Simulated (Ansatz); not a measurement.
Base system: CsPbBr₃ in the cubic perovskite structure (space group Pm-3m, No. 221; a = 5.937 Å).

Structures relaxed with r2SCAN/PAW in Ansatz (a first-principles code), scalar-relativistic without spin-orbit coupling.

Base:

Simulated powder pattern, Cu Kα, λ = 1.54184 Å (kinematic, ideal powder, no thermal factors, no anomalous dispersion; the 14 strongest lines at most, above 2 %, up to 2θ = 90°):

```json
[
 {"2θ (°)": "14.92", "I/Imax (%)": "37", "hkl": "(100)"},
 {"2θ (°)": "21.16", "I/Imax (%)": "88", "hkl": "(110)"},
 {"2θ (°)": "25.99", "I/Imax (%)": "18", "hkl": "(111)"},
 {"2θ (°)": "30.10", "I/Imax (%)": "100", "hkl": "(200)"},
 {"2θ (°)": "33.76", "I/Imax (%)": "22", "hkl": "(210)"},
 {"2θ (°)": "37.09", "I/Imax (%)": "43", "hkl": "(211)"},
 {"2θ (°)": "43.09", "I/Imax (%)": "75", "hkl": "(220)"},
 {"2θ (°)": "48.49", "I/Imax (%)": "21", "hkl": "(310)"},
 {"2θ (°)": "53.46", "I/Imax (%)": "26", "hkl": "(222)"},
 {"2θ (°)": "58.13", "I/Imax (%)": "24", "hkl": "(321)"},
 {"2θ (°)": "62.58", "I/Imax (%)": "12", "hkl": "(400)"},
 {"2θ (°)": "71.00", "I/Imax (%)": "34", "hkl": "(420)"},
 {"2θ (°)": "79.00", "I/Imax (%)": "26", "hkl": "(422)"},
 {"2θ (°)": "82.92", "I/Imax (%)": "14", "hkl": "(431)"}
]
```

It is then changed as follows: every Cs is replaced by Na, then cell and atoms are relaxed.

After the change:

Simulated powder pattern, Cu Kα, λ = 1.54184 Å (kinematic, ideal powder, no thermal factors, no anomalous dispersion; the 14 strongest lines at most, above 2 %, up to 2θ = 90°):

| 2θ (°) | I/Imax (%) | hkl |
|---|---|---|
| 15.01 | 100 | (100) |
| 21.29 | 27 | (110) |
| 30.29 | 63 | (200) |
| 33.96 | 57 | (210) |
| 37.32 | 14 | (211) |
| 43.36 | 47 | (220) |
| 46.14 | 31 | (221) |
| 53.80 | 17 | (222) |
| 56.19 | 14 | (320) |
| 65.17 | 18 | (322) |
| 71.48 | 21 | (420) |
| 73.53 | 13 | (421) |
| 79.56 | 16 | (422) |
| 89.40 | 13 | (520) |

The indices refer to each structure's own conventional cell; one index is shown for lines that coincide.

Stability against distortions was not tested. As relaxed here, NaPbBr3 is a hypothetical phase, not in the database extracts checked. Many cubic perovskites are stable only at high temperature; tilts and polar distortions were not tested. This is not the structure that CsPbBr3 has at room temperature and ambient pressure.
